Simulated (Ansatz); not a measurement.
These are PBE (plane waves to 420 eV, PAW; Ansatz, an electronic-structure program) values and carry that method's errors.

Electrostatic potential energy of an electron, averaged over planes parallel to the surface, in eV from the Fermi level, for O on the 1x1 (0001) surface of hcp Co, ferromagnetic, one in a 3x3 cell, started at the site 'hollow Co-Co-Co over Co at depth 2.0 Å':

(z (Å), V (eV)): (5.38, 4.98); (5.67, 4.98); (5.95, 4.97); (6.23, 4.97); (6.52, 4.96); (6.80, 4.95); (7.08, 4.92); (7.37, 4.86); (7.65, 4.74); (7.93, 4.50); (8.22, 4.00); (8.50, 2.99); (8.78, 0.88); (9.07, -4.86); (9.35, -13.72); (9.63, -19.74); (9.92, -19.45); (10.20, -13.07); (10.48, -4.75); (10.77, -1.55); (11.05, -6.24); (11.33, -14.77); (11.62, -20.17); (11.90, -19.15); (12.18, -12.21); (12.47, -3.82); (12.75, -0.57); (13.03, -3.88); (13.32, -12.30); (13.60, -19.20); (13.88, -20.16); (14.17, -14.70); (14.45, -6.17); (14.73, -1.51); (15.02, -4.61); (15.30, -12.84); (15.58, -19.34); (15.87, -19.85); (16.15, -14.11); (16.43, -5.83); (16.72, -0.50); (17.00, 1.64); (17.28, 3.19); (17.57, 4.40); (17.85, 4.88); (18.13, 5.05); (18.42, 5.13); (18.70, 5.16); (18.98, 5.17); (19.27, 5.18); (19.55, 5.18); (19.83, 5.18); (20.12, 5.18); (20.40, 5.18); (20.68, 5.18); (20.97, 5.18); (21.25, 5.18)

Set-up: 37 atoms, 6.0 Å thick at the start under the adsorbate (thin: gaps and levels are the slab's own); mesh 5x5x1; 0.1 eV smearing; dipole correction on; 18 atoms held, the rest relaxed; start symmetry kept, larger cells not searched; spin-polarised, no spin-orbit, no U, no dispersion correction. At the end it is bonded to 3 Co. In PBE it is, or lies within 0.03 eV of, the lowest of the starts that converged.

The vacuum level lies 5.18 eV above the Fermi level over the top face and 4.98 eV above it under the bottom face.
